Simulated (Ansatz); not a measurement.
Functionals compared on OH on the 1x1 (0001) surface of corundum (cut with top plane Al), one in a 1x1 cell, started at the site 'over Al at depth 1.2 Å', in Ansatz (plane waves, PAW). The structure was relaxed with PBE; the other rows are single points on it, each with its references at the same level. Cutoff 420 eV (500 eV for r2SCAN). The points keep PBE's geometry, so the relaxation of a polaron and the settling of charge on one site are left out.

Host crystal: corundum, with a band gap (PBE, scalar-relativistic without spin-orbit coupling).

Slab: 22 atoms, 6.7 Å thick at the start under the adsorbate (thin: gaps and levels are the slab's own); k 6x6x1, smearing 0.01 eV, dipole-corrected; 9 atoms held, the rest relaxed; no symmetry held; spin-polarised, ending with about 1.0 μB a cell, a value that depends on the mesh; orders that need a larger cell were not tried, no spin-orbit, no U, no dispersion correction. The slab shows no gap over 0.04 eV on its mesh. At the end it is bonded to Al. In PBE it is, or lies within 0.03 eV of, the lowest of the starts that converged. These notes are the PBE run's. r2SCAN: The program's check for a lower electronic state was not made. Adsorption energies are against H2O(g) − ½ H2(g). A negative adsorption energy means that the adsorbate is more stable on the surface than in its reference.

| functional | adsorption energy (eV) | work function of the top face (eV) | rough cost of the single point |
|---|---|---|---|
| PBE | 0.90 | 7.27 | – |
| RPBE | 0.87 | 7.19 | about 11 core-minutes (a rough figure) |
| r2SCAN | 0.99 | 7.49 | about 17 core-minutes (a rough figure) |

Ansatz is a program for electronic structure.
